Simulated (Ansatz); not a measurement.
The parent structure is ZrO2 (space group P4_2/nmc, No. 137; a = 3.621 Å, c = 5.283 Å). Axes: x, y, z lie along a, b, c of the conventional cell.

All numbers come from PBE/PAW in Ansatz (a quantum-chemistry and plane-wave program), spin-orbit coupling left out.

Base values:

The gap character is indirect, k = (0.222, 0.222, 0) in the run's primitive reciprocal basis → Γ.

Modification: compressive biaxial strain of 1.49 % in the plane normal to [001], as in epitaxy on a mismatched substrate; the out-of-plane cell vector and the atoms relax.

**Question.** How does this affect the in-plane stress, gap character and out-of-plane strain?

**Answer.** The mean in-plane stress (compression positive) amounts to +8.2 GPa; the gap character becomes indirect, Z → Γ (base: indirect, k = (0.222, 0.222, 0) in the run's primitive reciprocal basis → Γ); the out-of-plane strain amounts to +0.71 %.

Whether these cells are dynamically stable was not tested. This is not the structure that ZrO2 has at room temperature and ambient pressure.
